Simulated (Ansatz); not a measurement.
Here is the system:

```yaml
crystal:
  lattice:
    - [5.57179, 0.00000, 0.00000]
    - [0.00000, 5.57179, 0.00000]
    - [0.00000, 0.00000, 5.57179]
  atoms:
    - { symbol: Cs, position: [0.00000, 0.00000, 0.00000] }
    - { symbol: Pb, position: [0.50000, 0.50000, 0.50000] }
    - { symbol: Br, position: [0.00000, 0.50000, 0.50000] }
    - { symbol: Br, position: [0.50000, 0.50000, 0.00000] }
    - { symbol: Br, position: [0.50000, 0.00000, 0.50000] }
```

No spin polarisation.

Method: PBE in Ansatz (plane waves to 420 eV, PAW, no SOC), earlier PAW set. Settings: 6×6×6 k-points, 0.05 eV Fermi–Dirac smearing.

**Question.** Predict the hole mass, electron mass and width of the top valence band.

**Answer.** 
- Hole mass: 0.063 mₑ (at R)
- Electron mass (degenerate bands, along [100]): 0.047, 0.62, 0.62 mₑ (at R)
- Width of the top valence band: 3.27 eV

Spin-orbit coupling, missing from the scalar runs, can matter with Pb. The levels and masses belong to the bands next to the band gap. Load acts through the strain it causes; cell and atoms are relaxed under it. Effective masses come from finite differences of ±0.01 Å⁻¹. Stability against distortions was not tested. Competing high-pressure phases were not computed. The cell was made from CsPbBr3 in the cubic perovskite structure (space group Pm-3m, No. 221) by this change: pressure 7 GPa. Many cubic perovskites are stable only at high temperature; tilts and polar distortions were not tested. This is not the structure that CsPbBr3 has at room temperature and ambient pressure.

Ansatz is a quantum-chemistry and plane-wave program.
